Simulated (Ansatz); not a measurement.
# CaIr2, pressure series

The parent structure is CaIr2 in the cubic Laves (MgCu2 type) structure (space group Fd-3m, No. 227; a cell from a computed database, its experimental status unchecked).

```xyz
6
Lattice="0.0000 3.7427 3.7427 3.7427 0.0000 3.7427 3.7427 3.7427 0.0000" Properties=species:S:1:pos:R:3 pbc="T T T"
Ca     5.6141     5.6141     5.6141
Ca     3.7427     3.7427     3.7427
Ir     0.9357     0.9357     0.9357
Ir     0.9357     2.8071     2.8071
Ir     2.8071     2.8071     0.9357
Ir     2.8071     0.9357     2.8071
```

Cell and atoms are relaxed at each pressure.

All numbers come from DFT with PBEsol, PAW potentials and a 420 eV plane-wave cutoff in Ansatz (a quantum-chemistry and plane-wave program), no spin-orbit coupling.

```
change            shortest interatomic distance      density
----------------  -----------------------------  -----------
base                                 5.001 bohr  13.45 g/cm³
pressure −2 GPa                      5.020 bohr  13.30 g/cm³
pressure −1 GPa                      5.010 bohr  13.37 g/cm³
pressure 0.3 GPa                     4.998 bohr  13.47 g/cm³
pressure 0.7 GPa                     4.995 bohr  13.50 g/cm³
pressure 1.5 GPa                     4.988 bohr  13.55 g/cm³
pressure 3 GPa                       4.975 bohr  13.66 g/cm³
pressure 5 GPa                       4.959 bohr  13.79 g/cm³
pressure 7.5 GPa                              …            …
pressure 10 GPa                               …            …
```

### Question
What belongs in the blanks?

### Answer

- pressure 7.5 GPa, shortest interatomic distance: 4.940 bohr
- pressure 7.5 GPa, density: 13.95 g/cm³
- pressure 10 GPa, shortest interatomic distance: 4.921 bohr
- pressure 10 GPa, density: 14.11 g/cm³

Load acts through the strain it causes; cell and atoms are relaxed under it. Whether these cells are dynamically stable was not tested. No other phases were tried under pressure. All final runs are without spin polarisation. CaIr2 has a high density of states at the Fermi level and may be magnetic at this level.
